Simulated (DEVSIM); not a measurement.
System: Schottky contact on p-type CdTe, at 250 K.

Layer 1 from the left is CdTe, thickness (μm) 18.0, Na (cm⁻³) 1.5e16, τn (s) 4.2e-10, τp (s) 4.2e-10. Layer 2 from the left is CdTe, thickness (μm) 1.70, Na (cm⁻³) 5e17, τn (s) 4.2e-10, τp (s) 4.2e-10.

Left contact: Schottky, work function 5.01 eV, emission velocity 9.8e6 cm/s. Right contact: ohmic. Voltage is applied to the left contact. Recombination: SRH at mid-gap, radiative, Auger. Mobility is μmin + (μ − μmin)/(1 + (N/Nref)^α).

The device is made up for the run: typed textbook-type constants, with dimensions and the other settings drawn at random. Values at 300 K; Nc and Nv go as T^1.5, mobilities as T to minus their exponent, the gap by Varshni's rule with the affinity fixed.

CdTe: gap (eV) 1.5, affinity (eV) 4.28, permittivity 10.2, Nc (cm⁻³) 8e17, Nv (cm⁻³) 1.8e19, μn (cm²/Vs) 1000, μp (cm²/Vs) 80, μn,min 100, μp,min 10, Nref,n 1e17, Nref,p 1e17, αn 0.6, αp 0.6, T exponent of μn 1.7, T exponent of μp 1.5, B (cm³/s) 1e-10, Cn (cm⁶/s) 1e-30, Cp (cm⁶/s) 1e-30, Varshni α (eV/K) 0.00031, Varshni β (K) 108.

DEVSIM, 1D drift-diffusion, Boltzmann statistics, complete ionisation; no tunnelling, impact ionisation, image-force lowering or self-heating. Metal contacts follow the ideal Schottky-Mott rule: no Fermi-level pinning, no interface dipoles.

Dark forward current:

| |V| (V) | |J| (A/cm²) |
|---|---|
| 0.05 | 9.498e-9 |
| 0.10 | 1.027e-7 |
| 0.15 | 1.016e-6 |
| 0.20 | 9.924e-6 |
| 0.25 | 9.617e-5 |
| 0.30 | 0.0009232 |
| 0.35 | 0.008724 |
| 0.40 | 0.07885 |
| 0.45 | 0.5814 |
| 0.50 | 2.429 |
| 0.55 | 5.694 |
| 0.60 | 9.749 |
| 0.65 | 14.21 |
| 0.70 | 18.91 |
| 0.75 | 23.75 |
| 0.80 | 28.70 |
| 0.85 | 33.72 |
| 0.90 | 38.80 |
| 0.95 | 43.92 |
| 1.00 | 49.07 |
| 1.05 | 54.25 |
| 1.10 | 59.45 |
| 1.15 | 64.68 |
| 1.20 | 69.92 |
| 1.25 | 75.18 |
| 1.30 | 80.45 |

Question: Work out the local ideality factor n = ΔV / (kT/q · ln(J2/J1)) between the rows 0.10 and 0.15 V, 1.25 and 1.30 V.

Answer: kT/q = 21.54 mV. From 0.10 to 0.15 V: ln(1.016e-6/1.027e-7) = 2.292, n = 1.01, near the 1 of diffusion or emission over a barrier. From 1.25 to 1.30 V: ln(80.45/75.18) = 0.068, n = 34.26; the layers' resistance at their doping, Σ W/(qμN) = 0.0091 Ω cm², would take 48 mV of this step of 50 mV.

Question: Estimate the current at 0.25 V for emission alone, J0 = q v N_band exp(−φB/kT), and read the barrier back from the simulated current.

Answer: φB = 0.784 eV, N_band = 1.37e19 cm⁻³, J0 = 3.31e-9 A/cm²; J = J0 (exp(qV/kT) − 1) = 0.000364 A/cm². The simulation gives 9.62e-5 A/cm²; the estimate lies 280 % above. Read backwards, the simulated current gives an apparent barrier of 0.813 eV. The estimate leaves out transport through the depletion region and minority injection.
